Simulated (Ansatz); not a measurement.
# A computed series for BN: pressure series

Base system: BN in the h-BN type structure (space group P6_3/mmc, No. 194; a = 2.500 Å, c = 6.413 Å; layered, stacked along the Cartesian z axis).

Cell and atoms are relaxed at each pressure.

All numbers come from Ansatz (a first-principles code) PBEsol-D3(BJ), no spin-orbit coupling, earlier PAW set.

| variant | lattice parameter a | band gap | smallest direct gap |
|---|---|---|---|
| base | 2.500 Å | 4.08 eV | 4.49 eV |
| pressure −1 GPa | 2.502 Å | 4.16 eV | 4.59 eV |
| pressure 1.8 GPa | 2.496 Å | 4.00 eV | 4.35 eV |
| pressure 4.2 GPa | 2.492 Å | 3.96 eV | 4.27 eV |
| pressure 9 GPa | 2.484 Å | 3.87 eV | 4.24 eV |
| pressure 18 GPa | 2.472 Å | 3.79 eV | 4.25 eV |
| pressure 30 GPa | 2.460 Å | 3.65 eV | 4.34 eV |
| pressure 45 GPa | 2.448 Å | 3.54 eV | 4.41 eV |
| pressure 60 GPa | 2.435 Å | 3.48 eV | 4.57 eV |

From pressure 18 GPa on, the axis ratios lie over 15 % from the base's, so the cell there is far from its starting form. Load acts through the strain it causes; cell and atoms are relaxed under it. Stability against distortions was not tested. No other phases were tried under pressure.
